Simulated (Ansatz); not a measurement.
Density of states of BAs (F-43m) above the conduction band minimum, PBEsol, rigid bands run with Ansatz (a quantum-chemistry and plane-wave program); cell volume 27.1 Å³.

| energy from edge (eV) | 10⁻³ states/eV/cell |
|---|---|
| 0.006 | 17.6 |
| 0.031 | 43.8 |
| 0.056 | 60.1 |
| 0.081 | 73.8 |
| 0.106 | 86.1 |
| 0.131 | 98.2 |
| 0.156 | 109 |
| 0.181 | 121 |
| 0.206 | 135 |
| 0.231 | 151 |
| 0.256 | 170 |
| 0.281 | 189 |
| 0.319 | 212 |
| 0.344 | 225 |
| 0.369 | 238 |
| 0.394 | 249 |
| 0.419 | 260 |
| 0.444 | 273 |
| 0.469 | 283 |
| 0.494 | 294 |
| 0.519 | 303 |
| 0.544 | 313 |
| 0.569 | 324 |
| 0.594 | 333 |

What effective density of states at 300 K does this give (∫ g(E) exp(−E/k_BT) dE, both spins, divided by the cell's size)?

3.4e19 cm⁻³, a density-of-states mass of 1.22 mₑ, valleys and band degeneracy included.

Spin-orbit coupling is left out. Geometry: cell and atoms relaxed with PBEsol.
